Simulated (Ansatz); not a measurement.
**NbAs: pressure series**

The parent structure is NbAs (space group I4_1md, No. 109; a = 3.458 Å, c = 11.764 Å).

Cell and atoms are relaxed at each pressure.

Level of theory: r2SCAN (Ansatz, a program for electronic structure; PAW; 500 eV plane waves; no spin-orbit coupling).

Candidates:
(a) pressure 1.8 GPa
(b) pressure 4.2 GPa
(c) pressure 30 GPa

Before the change:

The c/a ratio is 3.402.

Question: Order them by c/a ratio, highest first.

Answer: (a) pressure 1.8 GPa (3.395), (b) pressure 4.2 GPa (3.387), (c) pressure 30 GPa (3.310)

Load acts through the strain it causes; cell and atoms are relaxed under it. Stability against distortions was not tested. No other phases were tried under pressure. The final runs are not spin-polarised.
